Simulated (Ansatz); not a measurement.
HfO2 (Pnma, No. 62, 12 atoms in the cell; start mp-741; a measured phase of this formula has another space group), treated with r²SCAN (Ansatz, a program for electronic structure, PAW).

Numerical settings: plane-wave cutoff 500 eV, 8×12×6 k mesh (along the axes of the cell as run), Fermi–Dirac smearing 0.05 eV, scalar-relativistic PAW data made under PBE.

Cell (relaxed at this level):

Space group Pnma (No. 62); a = 5.541 Å, b = 3.317 Å, c = 6.468 Å, α = β = γ = 90.00°

```
atom  site  symmetry       x       y       z
----  ----  --------  ------  ------  ------
Hf      4c       .m.  0.2521  0.2500  0.3910
O       4c       .m.  0.0225  0.2500  0.6596
O       4c       .m.  0.1398  0.2500  0.0756
```

**Question.** Estimate the band gap that the calculation returns.

**Answer.** 
band gap: 3.98 eV (on the SCF k mesh)

Note: the relaxation could not lower the start's symmetry, so the cell can be a saddle point above a distorted one.

Spin–orbit coupling is not included.

Static lattice: no zero-point or thermal effects.

A start named mp-… is a Materials Project structure, which need not be a measured phase.
